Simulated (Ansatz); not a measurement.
A constructed model of the (0001) surface of hcp Ti, (√3x√3)R30° surface alloy, Al on one Ti site of the top plane (bottom of the slab: a bare face, its two planes held)

Calculation: PBE (plane waves to 420 eV, PAW; Ansatz, a program for electronic structure).

Model: 18-atom slab, 11.6 Å thick at the start, 9x9x1 mesh, Fermi-Dirac 0.1 eV, dipole correction, 6 atoms held, the rest relaxed; start symmetry kept, larger cells not searched; no spin, no spin-orbit, no U. It is one candidate, not shown to be the stable structure of the face.

```
Quantity                                        Value
-----------------------------  ----------------------
work function of the top face                 4.32 eV
energy released by relaxation                0.058 eV
cost                           roughly 8 core-minutes
```
